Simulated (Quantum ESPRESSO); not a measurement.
A self-consistent single point of In (I4/mmm, 1 atom in the cell) with Quantum ESPRESSO.

Computed with PBE, GBRV 1.5 ultrasoft (PBE) pseudopotentials (plane waves; Quantum ESPRESSO).

```xyz
1
Lattice="-1.6200 1.6200 2.4779 1.6200 -1.6200 2.4779 1.6200 1.6200 -2.4779" Properties=species:S:1:pos:R:3 pbc="T T T"
In     0.0000     0.0000     0.0000
```

Reference input (self-consistent single point, DFT, PBE, plane waves, GBRV 1.5 ultrasoft (PBE) pseudopotentials): ecutwfc = 40 Ry; ecutrho = 200 Ry; occupations = smearing; smearing = gaussian; degauss = 0.019992 Ry; potentials = {In: in_pbe_v1.4.uspp.F.UPF}; K_POINTS = automatic 11 11 11 0 0 0; conv_thr = 1e-10 Ry; mixing_beta = 0.3. This run's input differs from it in these lines:

```diff
@@ -12,4 +12,4 @@
   ntyp = 1
-  ecutwfc = 40
-  ecutrho = 200
+  ecutwfc = 32
+  ecutrho = 160
   occupations = 'smearing'
```

The program printed (abridged):

```
     Self-consistent Calculation

     iteration #  1     ecut=    32.00 Ry     beta= 0.30

     total energy              =    -132.96770070 Ry
     estimated scf accuracy    <       4.22109912 Ry

     iteration #  2     ecut=    32.00 Ry     beta= 0.30

     total energy              =    -133.44511183 Ry
     estimated scf accuracy    <       0.21716484 Ry

     iteration #  3     ecut=    32.00 Ry     beta= 0.30

     total energy              =    -133.47124668 Ry
     estimated scf accuracy    <       0.01604296 Ry

   [... 6 blocks of this kind left out ...]

     iteration # 10     ecut=    32.00 Ry     beta= 0.30

     total energy              =    -133.47319414 Ry
     estimated scf accuracy    <          2.9E-10 Ry

     iteration # 11     ecut=    32.00 Ry     beta= 0.30
     End of self-consistent calculation

     Number of k-points >= 100: set verbosity='high' to print the bands.

     the Fermi energy is    10.3462 ev

!    total energy              =    -133.47319421 Ry
     estimated scf accuracy    <          1.4E-11 Ry
     smearing contrib. (-TS)   =      -0.00132298 Ry
     internal energy E=F+TS    =    -133.47187123 Ry

     convergence has been achieved in  11 iterations

     Forces acting on atoms (cartesian axes, Ry/au):

     atom    1 type  1   force =     0.00000000    0.00000000    0.00000000

     Total force =     0.000000     Total SCF correction =     0.000000

          total   stress  (Ry/bohr**3)                   (kbar)     P=       -1.09
   0.00000585   0.00000000  -0.00000000            0.86        0.00       -0.00
   0.00000000   0.00000585  -0.00000000            0.00        0.86       -0.00
   0.00000000  -0.00000000  -0.00003401            0.00       -0.00       -5.00

   JOB DONE.
```

The run converged in 11 iterations. Against the reference run the free energy goes up by 31.5 meV/atom and the pressure goes from 1.21 to -0.11 GPa.

The starting cell comes from a database of computed structures (which also holds hypothetical and non-ambient phases and stackings), without a prior relaxation at this level. Its lattice was rescaled by a random factor within 2.5 % of one.
